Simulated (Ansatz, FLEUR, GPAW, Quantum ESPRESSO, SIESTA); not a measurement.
## Code comparison for GaNi4Ge3 (P1, 8 atoms in the cell)

Self-consistent single point, at a second geometry (atoms moved at random). First geometry:

```xyz
8
Lattice="3.3011 1.9059 2.7394 -3.3011 1.9059 2.7394 0.0000 -3.8118 2.7394" Properties=species:S:1:pos:R:3 pbc="T T T"
Ga     0.0000     0.0000     2.8231
Ni     0.0000     0.0000     5.2724
Ni    -1.6546     1.8073     3.7182
Ni    -0.7378    -2.3365     3.7182
Ni     2.3924     0.5293     3.7182
Ge     1.6291    -1.6568     4.5408
Ge     0.6203     2.2392     4.5408
Ge    -2.2494    -0.5824     4.5408
```

Second geometry:
```
CELL_PARAMETERS angstrom
      3.30112     1.90590     2.73940
     -3.30112     1.90590     2.73940
      0.00000    -3.81181     2.73940
ATOMIC_POSITIONS crystal
  Ga 0.34673 0.35204 0.34382
  Ni 0.63705 0.63662 0.64087
  Ni 0.36280 0.86539 0.12820
  Ni 0.14767 0.36575 0.87425
  Ni 0.84450 0.13849 0.35457
  Ge 0.66812 0.15616 0.83991
  Ge 0.84310 0.65380 0.16693
  Ge 0.15001 0.83172 0.65144
```

Shared settings, as Ansatz (a first-principles code) writes them: kpoints.mp_grid.grid = 4 4 4; scf.occupations.method = gaussian; scf.occupations.width = 0.05 eV. Potentials and cutoffs stand in the table.

```csv
code,model,ΔF from the first geometry (meV/atom),pressure (GPa),largest force (eV/Å),cutoff
SIESTA,"GGA PBEsol, numerical atomic orbitals DZP, PseudoDojo PBEsol standard norm-conserving potentials (rewritten from UPF to PSML)",12.0,-3.66,0.737,grid 400 Ry
FLEUR,"PBEsol, all-electron FLAPW (FLEUR), scalar-relativistic valence",–,–,0.525,Kmax 3.8 1/bohr
Ansatz,"PBEsol, PAW files made with PBE",10.2,-5.19,0.516,default
GPAW,"PBEsol, GPAW PAW datasets PBEsol (made by gpaw-setup)",10.8,-4.10,0.556,800 eV
Quantum ESPRESSO,"PBEsol, GBRV 1.5 ultrasoft (PBESOL) pseudopotentials",10.3,-5.21,0.518,50 Ry
```

Size of the force on each atom (eV/Å): Sizes of forces hide their directions.

| code | Ga1 | Ni2 | Ni3 | Ni4 | Ni5 | Ge6 | Ge7 | Ge8 |
|---|---|---|---|---|---|---|---|---|
| SIESTA | 0.737 | 0.288 | 0.215 | 0.373 | 0.527 | 0.412 | 0.219 | 0.641 |
| FLEUR | 0.525 | 0.295 | 0.136 | 0.313 | 0.463 | 0.337 | 0.204 | 0.487 |
| Ansatz | 0.516 | 0.305 | 0.133 | 0.320 | 0.465 | 0.335 | 0.208 | 0.484 |
| GPAW | 0.556 | 0.356 | 0.143 | 0.357 | 0.479 | 0.331 | 0.224 | 0.506 |
| Quantum ESPRESSO | 0.518 | 0.314 | 0.135 | 0.325 | 0.463 | 0.333 | 0.208 | 0.484 |

A dash marks a value that a program does not give, or that is left out as unsure.

On Ansatz's run: spin polarisation is off.

The spread over the programs that give each value: ΔF from the first geometry within 1.8 meV/atom; pressure within 1.55 GPa; largest force within 0.221 eV/Å.

SIESTA uses small atom-centred bases, whose incompleteness enters pressures, forces and empty levels differently from a plane-wave cutoff. FLEUR treats all electrons, but the usual bases taken here (sphere radii, linearisation, local orbitals, empty states) were not tested for convergence, so the values are no reference for the others. Ansatz's pressure is given at a fixed set of plane waves, as the other plane-wave codes print theirs; with its correction for the finite basis it is -5.12 GPa. In the pressure, SIESTA (by 1.53) and GPAW (by 1.09) lie more than 1 GPa from the median of the plane-wave programs. In the force vectors, SIESTA (by 0.224) lies more than 0.08 eV/Å from the median of the plane-wave programs.

The shared mesh is coarse (it stands for a supercell whose shortest vector is 19 Å), so the values are not converged in it.

The starting cell comes from a database of computed structures (which also holds hypothetical and non-ambient phases and stackings), without a prior relaxation at this level. For this run, on top of that: atoms moved at random.

Left out of this page: CP2K (unsound by tests on forces, stress, charge or solver warnings).

Keys are those of Ansatz 0.2.
